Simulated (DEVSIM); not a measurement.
Device: W/La2O3/n-Ge capacitor, at 400 K.

```csv
layer (left to right),material,thickness (nm),Nd (cm⁻³)
1,La2O3,18.0,-
2,Ge,490,1.5e18
```

Metal gate on the left, work function 4.6 eV. Fixed charge at the semiconductor interface 2.6e12 cm⁻² (in units of +e); no interface traps.

Constants are typed, rounded textbook-type inputs, not results; the design itself was drawn at random and stands for no fabricated device. Values at 300 K; Nc and Nv go as T^1.5, mobilities as T to minus their exponent, the gap by Varshni's rule with the affinity fixed.

```tsv
parameter	La2O3	Ge
gap (eV)	5.8	0.664
affinity (eV)	1.8	4
permittivity	27	16
Nc (cm⁻³)	-	1.04e19
Nv (cm⁻³)	-	6e18
Varshni α (eV/K)	-	0.000477
Varshni β (K)	-	235
```

Model (solved in DEVSIM): 1D Poisson equation in equilibrium, Boltzmann statistics, complete ionisation; no quantum confinement or tunnelling. Metal contacts follow the ideal Schottky-Mott rule: no Fermi-level pinning, no interface dipoles.

The temperature was swept, all else fixed.

| temperature (K) | minimum of the low-frequency capacitance (μF/cm²) | flat-band voltage (V) |
|---|---|---|
| 250 | 0.409 | 0.25 |
| 300 | 0.427 | 0.24 |
| 350 | ___ | 0.22 |
| 400 | 0.479 | 0.20 |
| 450 | 0.510 | 0.19 |
| 500 | 0.549 | 0.17 |

Problem. Some entries are withheld; supply them.

Solution. 
- 350, minimum of the low-frequency capacitance (μF/cm²): 0.448
